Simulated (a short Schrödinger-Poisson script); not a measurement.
Stack: symmetric double-gate stack, SiO2 on p-type Si(100), at 300 K.

| layer | material | thickness (nm) | Na (cm⁻³) |
|---|---|---|---|
| 1 | SiO2 | 3.5 | - |
| 2 | Si | 4 | 2e15 |
| 3 | SiO2 | 3.5 | - |

Constants are typed, rounded textbook-type inputs, not results; the design itself was drawn at random and stands for no fabricated device. SiO2: permittivity 3.9, conduction-band edge (eV) 3.15, gap (eV) 9, electron mass (mₑ) 0.5. Si: permittivity 11.7, conduction-band edge (eV) 0, gap (eV) 1.124, Nv at 300 K (cm⁻³) 3.1e19.

Channel valleys (confinement mass, in-plane density-of-states mass, number): Δ2 0.916, 0.19, 2; Δ4 0.19, 0.417, 4. At the gates, both at one voltage, the conduction-band edge of layer 1 lies 3.54 eV − eVg above the Fermi level of the channel. Gaps are held at their typed values at every temperature. Mesh 0.03 nm at interfaces.

Solved with a short Schrödinger-Poisson script written for these runs: 1D Poisson equation in equilibrium, electrons quantum, Hartree (BenDaniel-Duke, 12 states a valley, the channel's in-plane mass for all, wave functions free to enter the dielectric), parabolic valleys, classical holes, full ionisation, no traps, pinning or gate leakage.

The same stack at other levels of the model or other numerical settings:

| run | sheet density of all electrons at Vg = 2.55 V (cm⁻²) | sheet density of all electrons at Vg = 0.75 V (cm⁻²) | capacitance of both gates at Vg = 2.55 V (μF/cm²) | rough cost against the base |
|---|---|---|---|---|
| base | 2.36e13 | 3.84e12 | 1.80 | about 1 |
| electrons treated as classical, Boltzmann | 2.56e13 | 4.49e12 | 1.92 | 0.04 |
| electrons treated as classical, Fermi-Dirac | 2.51e13 | 4.44e12 | 1.87 | 0.08 |
| mesh six times as coarse | 2.35e13 | 3.82e12 | 1.80 | 0.3 |
| one subband a valley | 2.34e13 | 3.81e12 | 1.79 | 0.4 |

The classical rows ignore confinement, and Boltzmann statistics overrate the density once the band edge passes the Fermi level.
